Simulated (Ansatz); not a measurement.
We look at the formation energy of Cu2O (Pn-3m) from the elements. Reaction: 2 Cu (fcc) + 1/2 O2 (gas) → Cu2O (Pn-3m). Negative: the products are lower in energy. The value is per atom of the solid.

Cu2O (Pn-3m), 6 atoms in the cell; spin state with PBE: run without spin, k-point mesh 8×8×8 on the run's own vectors.
```cif
data_Cu4O2
_chemical_formula_sum 'Cu4 O2'
_space_group_name_H-M_alt 'P 1'
_space_group_IT_number 1
_cell_length_a 4.29896
_cell_length_b 4.29896
_cell_length_c 4.29896
_cell_angle_alpha 90.000
_cell_angle_beta 90.000
_cell_angle_gamma 90.000
loop_
_space_group_symop_operation_xyz
  'x, y, z'
loop_
_atom_site_label
_atom_site_type_symbol
_atom_site_fract_x
_atom_site_fract_y
_atom_site_fract_z
_atom_site_occupancy
Cu1 Cu 0.25000 0.25000 0.75000 1
Cu2 Cu 0.25000 0.75000 0.25000 1
Cu3 Cu 0.75000 0.75000 0.75000 1
Cu4 Cu 0.75000 0.25000 0.25000 1
O1 O 0.50000 0.50000 0.50000 1
O2 O 0.00000 0.00000 0.00000 1
```

Cu (fcc, Fm-3m), 1 atom in the cell; spin state with PBE: run without spin, k-point mesh 28×28×28 on the run's own vectors. Conventional cell: a = b = c = 3.6287 Å, α = β = γ = 90.00°.

An isolated O2 molecule (triplet) in a box of 11 × 11 × 13 Å.

Computed with Ansatz (plane waves, PAW), its PAW set soft_1, cutoff 420 eV. The structures are at rest with PBE; other levels are single points on them. HSE06 runs on coarser k-point meshes, mended by the PBE difference between the two meshes. Some cells are metallic or hold partly filled levels, where a hybrid on a coarse mesh is less sure. Neutral cells; Fermi-Dirac smearing of at most 0.10 eV in the solids, energies taken to zero width. The lattices are those relaxed with PBE, so at other levels the solids can be strained, which adds to the spread. A dispersion term (D3(BJ), or D4 for r2SCAN) was computed beside these levels and is taken off wherever the name lacks it. Space groups of crystals are read within 0.01 Å. Static lattices, no vibrational contributions. No structure search was made; lower ones may exist. No Hubbard U is applied.

Problem. Give the value at the level PBE.

Solution. -0.39 eV/atom, for 2 Cu (fcc) + 1/2 O2 (gas) → Cu2O (Pn-3m).

Problem. List the value at the remaining levels and say how far they part.

Solution. 
| Method | value (eV/atom) | less PBE |
|---|---|---|
| HSE06 | -0.50 | -0.11 |

The levels shown span 0.11 eV/atom, from HSE06 (-0.50) to PBE (-0.39).

Ansatz is a quantum-chemistry and plane-wave program.
